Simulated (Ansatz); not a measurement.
C11b MoSi2, treated with r²SCAN-D4 (PAW; Ansatz, a quantum-chemistry and plane-wave program).

Numerical settings: plane-wave cutoff 560 eV, 24×24×24 k mesh, Fermi–Dirac smearing 0.05 eV, no spin polarisation, scalar-relativistic PAW data made under PBE.

The cell is scaled about its equilibrium volume:

Shape and atoms are relaxed at each volume.

| V (Å³/atom) | P (GPa) | c (Å) | a (Å) |
|---|---|---|---|
| 12.709 | 9.96 | 7.710 | 3.145 |
| 12.973 | 4.71 | 7.755 | 3.168 |
| 13.238 | -0.01 | 7.799 | 3.191 |
| 13.503 | -4.23 | 7.842 | 3.214 |
| 13.768 | -8.02 | 7.885 | 3.237 |

Note: the bulk modulus comes from volumes at which shape and atoms were relaxed.
